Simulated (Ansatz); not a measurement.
Electronic density of states of amorphous silicon oxynitride (Si₄₅O₁₈N₄₈), density 2.75 g/cm³, on a 2×2×2 Γ-centred mesh with a Gaussian width of 0.1 eV; energies count from the Fermi level, whose place inside the gap is arbitrary. Cell and mesh are small, so fine structure isn't converged. All values below come from PBE, scalar-relativistic without spin-orbit coupling (plane waves to 420 eV, PAW; Ansatz, a first-principles code). Sampling: a 2×2×2 Γ-centred mesh; Fermi-Dirac width 0.02 eV; no spin polarisation. At PBE the levels at the filled edge of the gap are localised (band-tail or defect states), and the nearest spread-out levels lie 3.3 eV apart at the zone centre.

It comes from a melt-quench run on a machine-learned potential (CHGNet), relaxed afterwards by DFT. O and N atoms were pushed apart under 1.9 Å during the dynamics, to hinder bonds among them. The hot cell started wider than the set density and was brought back towards it in steps. It is the lowest in DFT energy of 2 quenches. It is a model cell: composition and starting density were chosen by hand, and all elements were melted together. No dispersion term was used. A short ab initio anneal came between quench and relaxation. Its density started from a set value of 2.69 and ended at 2.75 g/cm³. The simulated quench (nominally 600 K/ps over its main leg) is rapid and tends to freeze in more defects than a deposited or slowly cooled glass has. Values belong to this one cell and scatter from quench to quench. Volume and shape were free in the relaxation.

(E - EF (eV), states/(eV atom)): (-12.00, 0.16); (-11.90, 0.16); (-11.80, 0.15); (-11.70, 0.15); (-11.60, 0.17); (-11.50, 0.19); (-11.40, 0.17); (-11.30, 0.20); (-11.20, 0.22); (-11.10, 0.23); (-11.00, 0.22); (-10.90, 0.20); (-10.80, 0.20); (-10.70, 0.23); (-10.60, 0.25); (-10.50, 0.23); (-10.40, 0.22); (-10.30, 0.23); (-10.20, 0.22); (-10.10, 0.21); (-10.00, 0.25); (-9.90, 0.25); (-9.80, 0.26); (-9.70, 0.25); (-9.60, 0.23); (-9.50, 0.26); (-9.40, 0.26); (-9.30, 0.28); (-9.20, 0.28); (-9.10, 0.27); (-9.00, 0.28); (-8.90, 0.29); (-8.80, 0.32); (-8.70, 0.36); (-8.60, 0.37); (-8.50, 0.37); (-8.40, 0.39); (-8.30, 0.39); (-8.20, 0.38); (-8.10, 0.40); (-8.00, 0.40); (-7.90, 0.41); (-7.80, 0.38); (-7.70, 0.39); (-7.60, 0.39); (-7.50, 0.37); (-7.40, 0.38); (-7.30, 0.42); (-7.20, 0.43); (-7.10, 0.44); (-7.00, 0.46); (-6.90, 0.46); (-6.80, 0.45); (-6.70, 0.46); (-6.60, 0.49); (-6.50, 0.48); (-6.40, 0.43); (-6.30, 0.41); (-6.20, 0.46); (-6.10, 0.48); (-6.00, 0.52); (-5.90, 0.51); (-5.80, 0.51); (-5.70, 0.52); (-5.60, 0.53); (-5.50, 0.56); (-5.40, 0.58); (-5.30, 0.57); (-5.20, 0.58); (-5.10, 0.55); (-5.00, 0.49); (-4.90, 0.46); (-4.80, 0.46); (-4.70, 0.44); (-4.60, 0.46); (-4.50, 0.43); (-4.40, 0.44); (-4.30, 0.45); (-4.20, 0.42); (-4.10, 0.41); (-4.00, 0.42); (-3.90, 0.42); (-3.80, 0.47); (-3.70, 0.42); (-3.60, 0.36); (-3.50, 0.37); (-3.40, 0.37); (-3.30, 0.35); (-3.20, 0.44); (-3.10, 0.50); (-3.00, 0.45); (-2.90, 0.35); (-2.80, 0.25); (-2.70, 0.19); (-2.60, 0.17); (-2.50, 0.13); (-2.40, 0.09); (-2.30, 0.09); (-2.20, 0.12); (-2.10, 0.11); (-2.00, 0.04); (-1.90, 0.00); (-1.80, 0.01); (-1.70, 0.06); (-1.60, 0.08); (-1.50, 0.03); (-1.40, 0.00); (-1.30, 0.00); (-1.20, 0.02); (-1.10, 0.09); (-1.00, 0.06); (-0.90, 0.02); (-0.80, 0.07); (-0.70, 0.08); (-0.60, 0.01); (-0.50, 0.00); (-0.40, 0.00); (-0.30, 0.00); (-0.20, 0.00); (-0.10, 0.00); (0.00, 0.00); (0.10, 0.00); (0.20, 0.00); (0.30, 0.00); (0.40, 0.00); (0.50, 0.00); (0.60, 0.00); (0.70, 0.01); (0.80, 0.01); (0.90, 0.02); (1.00, 0.08); (1.10, 0.16); (1.20, 0.19); (1.30, 0.18); (1.40, 0.18); (1.50, 0.17); (1.60, 0.21); (1.70, 0.23); (1.80, 0.25); (1.90, 0.20); (2.00, 0.21); (2.10, 0.23); (2.20, 0.25); (2.30, 0.26); (2.40, 0.29); (2.50, 0.28); (2.60, 0.27); (2.70, 0.28); (2.80, 0.26); (2.90, 0.25); (3.00, 0.29); (3.10, 0.33); (3.20, 0.32); (3.30, 0.30); (3.40, 0.29); (3.50, 0.31); (3.60, 0.34)

The level gap on this mesh is 1.45 eV; the broadening fills part of it in the curve.
